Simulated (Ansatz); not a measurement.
The starting structures come from a database of crystals and need not be the phases stable at ambient conditions.

Tunnelling through a barrier is set by its complex band structure: the current falls as exp(−2κd) with the smallest κ.

Input:

```xyz
4
Lattice="3.1912 0.0000 0.0000 0.0000 5.1173 0.0000 1.5956 0.0000 2.7094" Properties=species:S:1:pos:R:3 pbc="T T T"
Al     3.1912     2.5623     1.8063
Al     1.5956     0.0036     0.9031
N      3.1912     0.6104     1.8063
N      1.5956     3.1691     0.9031
```

Space group of this cell: Cmc2_1. The cell is strained (lengths across the current scaled by 1.02, ions clamped); by r2SCAN its mean pressure is -11.3 GPa.

Transport runs along the normal of the first two printed cell vectors.

No gap correction and no spin-orbit coupling; mid-gap values are interpolated between computed energies.

**Question.** Compute, with r2SCAN (Ansatz, a program for electronic structure), the band gap and the smallest decay constant κ at mid-gap.

**Answer.** Gap 4.34 eV on a 12×6×12 mesh; κ = 0.284 1/Å, at the zone centre.
